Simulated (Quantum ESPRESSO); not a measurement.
# Quick settings and what they miss: VSe₂ (P-3m1, 3 atoms in the cell)

Self-consistent single point.

```
CELL_PARAMETERS angstrom
      3.51060     0.00000     0.00000
     -1.75530     3.04027     0.00000
      0.00000     0.00000     6.50591
ATOMIC_POSITIONS crystal
  V  0.00000 0.00000 0.00000
  Se 0.66667 0.33333 0.75873
  Se 0.33333 0.66667 0.24127
```
Moments meant for the start (each program seeds them in its own way; μB, in the order of the atoms V Se Se): 2.0 0.0 0.0.

Method: PBEsol, SSSP 1.1.2 efficiency (PBE) pseudopotentials (plane waves; Quantum ESPRESSO).

Base settings: ecutwfc = 50 Ry; ecutrho = 400 Ry; occupations = smearing; smearing = marzari-vanderbilt; degauss = 0.0073499 Ry; nspin = 2; input_dft = pbesol; potentials = {V: v_pbe_v1.4.uspp.F.UPF, Se: Se_pbe_v1.uspp.F.UPF}; K_POINTS = automatic 10 10 5 0 0 0; conv_thr = 1e-10 Ry; mixing_beta = 0.4.

Tight run (finer mesh or higher cutoff; not a proven limit): ecutwfc: 50 Ry → 70 Ry; ecutrho: 400 Ry → 560 Ry; conv_thr: 1e-10 Ry → 7.3e-11 Ry; K_POINTS: automatic 10 10 5 0 0 0 → automatic 14 14 7 0 0 0. It gave Fermi level (on the code's own zero) 6.84 eV; pressure -8.58 GPa; largest force (vector length) 0.848 eV/Å; size of the cell's spin moment 1.00 μB; site moments (μB, in the program's spheres or projections) V 1.08, Se -0.10, Se -0.10.

Quick runs, as changes from the base:
- A: the base itself
- B: ecutwfc: 50 Ry → 30 Ry; ecutrho: 400 Ry → 240 Ry; conv_thr: 1e-10 Ry → 7.3e-06 Ry; K_POINTS: automatic 10 10 5 0 0 0 → automatic 1 1 1 1 1 1
- C: smearing: marzari-vanderbilt → gaussian; degauss: 0.0073499 Ry → 0.019992 Ry; K_POINTS: automatic 10 10 5 0 0 0 → automatic 4 4 4 1 1 1
- D: ecutwfc: 50 Ry → 25 Ry; ecutrho: 400 Ry → 200 Ry; smearing: marzari-vanderbilt → methfessel-paxton; degauss: 0.0073499 Ry → 0.0099958 Ry; K_POINTS: automatic 10 10 5 0 0 0 → automatic 4 4 4 0 0 0

Energies are extrapolated to zero smearing width, which holds to low order in the width alone (under cold and Methfessel-Paxton smearing the free energy itself is taken).

Dashes: pressure of B, not trusted under this conv_thr with d or f elements; time of B, D, under 30 s.

The count of work is k-points × plane waves × bands × iterations; it is no time. Core times come from one kind of shared machine and are given to one figure; runs under 30 s give none.

The starting cell comes from a database of computed structures (which also holds hypothetical and non-ambient phases and stackings), without a prior relaxation at this level. Its lattice was rescaled by a random factor within 2.5 % of one. With one magnetic atom in the cell only a parallel order is possible. In the base run, with a pressure of about -9 GPa the cell is away from its equilibrium volume at this level.

```
run  energy less tight (meV/atom)  pressure less tight (GPa)  largest miss in a force vector (eV/Å)  size of the net moment less tight (μB/atom)  count of work / tight  core time / tight (rough)
---  ----------------------------  -------------------------  -------------------------------------  -------------------------------------------  ---------------------  -------------------------
A                             0.9                      -0.10                                  0.002                                        -0.01                   0.24                        0.3
B                          -169.9                          –                                  0.568                                         0.12                 0.0018                          –
C                            -3.9                      -0.09                                  0.007                                        -0.02                  0.074                        0.1
D                           355.4                     -14.55                                  0.089                                         0.06                  0.018                          –
```

Among the runs at the tight run's level, the energy misses run from 0.9 to 355.4 meV/atom.

Left out of this page: 2 runs of the series outside the window shown, repeating another row's setting, or not comparable.
